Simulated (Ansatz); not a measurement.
Start from ZnS in the wurtzite structure (space group P6_3mc, No. 186).

```xyz
4
Lattice="3.8451 0.0000 0.0000 -1.9226 3.3300 0.0000 0.0000 0.0000 6.3057" Properties=species:S:1:pos:R:3 pbc="T T T"
Zn     1.9226     1.1100     6.3048
Zn     0.0000     2.2200     3.1519
S      1.9226     1.1100     3.9433
S      0.0000     2.2200     0.7904
```

Cartesian axes are those of the cell as printed.

Method: Ansatz (a program for electronic structure) PBE, spin-orbit coupling left out, earlier PAW set.

Modification: the cell is scaled by 0.9831 in all directions, atoms relaxed at fixed cell.

Predict the stress tensor and what it implies for the stiffness.

Stress of the strained cell less that of the base (GPa, compression positive):
```
   3.91    0.00    0.00
   0.00    3.91    0.00
   0.00    0.00    4.07
```

Then B = −ΔP/(ΔV/V₀) with ΔV/V₀ = -0.0498 gives secant stiffness values (nonlinear terms included at this strain): B (at held cell shape, above the free-shape value) ≈ 79 GPa.

As a check, the harmonic strain energy −½ V₀ Δσ:ε is 13 meV/atom; the computed energy rise is 12 meV/atom.

Whether these cells are dynamically stable was not tested.
